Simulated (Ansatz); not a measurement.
For InTe (I4/mcm, No. 140; start mp-20320), LDA (PAW; Ansatz, a program for electronic structure) gives:

```
Property              Result
-------------------  -------
lattice parameter a  8.189 Å
lattice parameter c  7.006 Å
```

**Question.** What does PBEsol in Ansatz (plane waves, PAW) give for the same quantities?

**Answer.** 
- lattice constant a: 8.294 Å (rises by 1.3 %)
- lattice parameter c: 7.078 Å (goes up by 1.0 %)

Changes are worked out from the printed values.

Unless a cell is named, each level is at its own relaxed cell (LDA 29.36, PBEsol 30.43 Å³/atom).

Caveats: the relaxation could not lower the start's symmetry, so the cell can be a saddle point above a distorted one (LDA, PBEsol). Ansatz's density-functional and Hartree–Fock values are scalar-relativistic unless marked +SOC, with PAW data made under PBE.

A start named mp-… is a Materials Project structure, which can be a computed phase never made.
